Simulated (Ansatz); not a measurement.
Cost and result by functional for the surface energy of the (110) surface of MnP-type NiSi in its 1x1 cell (cut with top plane Si, bottom plane Si), outermost plane spacing 0.48 Å in the ideal cut, in Ansatz (plane waves, PAW). Single points on the PBE structure, on one kind of machine; costs are rough ratios of the slab run's core time (references not counted) to the cheapest single point. r2SCAN's cost holds its higher cutoff (500 against 420 eV). Differences are taken against r2SCAN for comparison alone: no measured value is at hand, so the table doesn't rank accuracy.

Model: 32-atom slab, Ni16Si16, 10.9 Å thick at the start, 7x6x1 mesh, Fermi-Dirac 0.1 eV, dipole correction, all atoms relaxed; symmetry of the start imposed; no spin (magnetic order not tried), no spin-orbit, no U. These notes are the PBE run's.

| functional | relative cost | surface energy (J/m²) | less r2SCAN (J/m²) |
|---|---|---|---|
| RPBE | 1 | 1.68 | -0.26 |
| PBEsol | 1 | 2.07 | 0.13 |
| LDA | 1 | 2.12 | 0.18 |
| r2SCAN | 2 | 1.94 | 0.00 |
| PBE (the relaxed run's value) | – | 1.83 | -0.12 |

The values span 0.44 J/m², while the single points' costs differ by a factor of roughly 2. Differences are of unrounded values.

Ansatz is a quantum-chemistry and plane-wave program.
